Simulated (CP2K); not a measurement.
Band structure of CaF (P6_3mc, 4 atoms in the cell).

```
CaF
1.0
    3.95322     0.00000     0.00000
   -1.97661     3.42359     0.00000
    0.00000     0.00000     6.43637
Ca F
2 2
Direct
  0.33333   0.66667   0.99988
  0.66667   0.33333   0.49988
  0.33333   0.66667   0.37512
  0.66667   0.33333   0.87512
```

Level of theory: CP2K 2026.2 with PBEsol, GPW, DZVP-MOLOPT-SR-GTH basis, GTH-PBE potentials (GTH_POTENTIALS).

Settings: CUTOFF = 550 Ry; REL_CUTOFF = 60 Ry; SMEAR/METHOD = GAUSSIAN; SIGMA = 0.136 eV; KPOINTS/SCHEME = MONKHORST-PACK 13 13 7; XC_FUNCTIONAL = PBE:PBESOL; Ca/BASIS_SET = DZVP-MOLOPT-SR-GTH; Ca/POTENTIAL = GTH-PBE-q10; F/BASIS_SET = DZVP-MOLOPT-SR-GTH; F/POTENTIAL = GTH-PBE-q7; METHOD = GPW; EPS_DEFAULT = 1e-11; EXTRAPOLATION = USE_GUESS; NGRIDS = 5.

The starting cell comes from a database of computed structures (which also holds hypothetical and non-ambient phases and stackings), without a prior relaxation at this level. Values carry the incompleteness of an atom-centred basis. The potentials were made for another functional than the one used. The run gives no clean gap (levels at the Fermi energy touch, overlap or are partly filled at this smearing), which alone does not show that the compound is a metal.

Levels in eV from the Fermi level, bands 14 to 19:
```
point     14     15     16     17     18    19
-----  -----  -----  -----  -----  -----  ----
Γ      -7.44  -7.35  -7.35  -2.64   0.32  1.91
M      -7.37  -7.35  -7.26   0.04   0.18  0.88
K      -7.44  -7.41  -7.41  -0.15   0.80  0.80
A      -7.40  -7.40  -7.40  -1.38  -1.38  2.58
L      -7.35  -7.31  -7.31   0.29   0.29  1.18
H      -7.47  -7.28  -7.28   0.26   0.26  1.18
```

Bands cross the Fermi level along this path, so the cell is metallic at this level.

Higher empty bands are left out: an atom-centred basis made for the valence describes them poorly.
